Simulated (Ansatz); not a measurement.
**What Li → Sr does to Li**

Consider Li in the bcc (W type) structure (space group Im-3m, No. 229; a = 3.476 Å).

Perturbation: full substitution Li → Sr; the structure is relaxed again.

Calculations: Ansatz (a quantum-chemistry and plane-wave program), r2SCAN, PAW, cutoff 500 eV, no spin-orbit coupling, earlier PAW set. Settings: 14×14×14 k-points, 0.05 eV Fermi–Dirac smearing, for the changed cell.

```csv
quantity,base,changed,shift
volume per atom,21.00 Å³,55.85 Å³,+34.85 Å³
lattice parameter a,3.476 Å,4.816 Å,+1.340 Å
space group,Im-3m (No. 229),Im-3m (No. 229),–
shortest interatomic distance,3.011 Å,4.171 Å,+1.160 Å
band gap,zero,zero,–
```

Cost of the whole job for the changed cell (relaxation, final SCF and bands): roughly 50 core-seconds.

No phonon test of stability was made. This is not the structure that Sr has at room temperature and ambient pressure.
